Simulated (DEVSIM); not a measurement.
Device: W/SiO2/p-Si capacitor, at 500 K.

Layer 1 from the left is SiO2, thickness (nm) 54.0. Layer 2 from the left is Si, thickness (nm) 2000, Na (cm⁻³) 8e16.

Metal gate on the left, work function 4.6 eV. Fixed charge at the semiconductor interface 0 cm⁻² (in units of +e); interface traps 2.7e12 cm⁻² eV⁻¹, uniform in energy, neutral level at 0.7 of the gap above the valence band.

This is a model device: material constants are rounded textbook-type values typed into the input, and sizes, dopings and lifetimes were drawn at random. Values at 300 K; Nc and Nv go as T^1.5, mobilities as T to minus their exponent, the gap by Varshni's rule with the affinity fixed.

SiO2: gap (eV) 9, affinity (eV) 0.9, permittivity 3.9. Si: gap (eV) 1.124, affinity (eV) 4.05, permittivity 11.7, Nc (cm⁻³) 2.86e19, Nv (cm⁻³) 3.1e19, Varshni α (eV/K) 0.000473, Varshni β (K) 636.

DEVSIM, 1D Poisson equation in equilibrium, Boltzmann statistics, complete ionisation; no quantum confinement or tunnelling. Metal contacts follow the ideal Schottky-Mott rule: no Fermi-level pinning, no interface dipoles.

Task: What does the simulation give for the flat-band voltage, the minimum of the low-frequency capacitance?

Result: flat-band voltage -3.31 V; minimum of the low-frequency capacitance 0.0576 μF/cm².
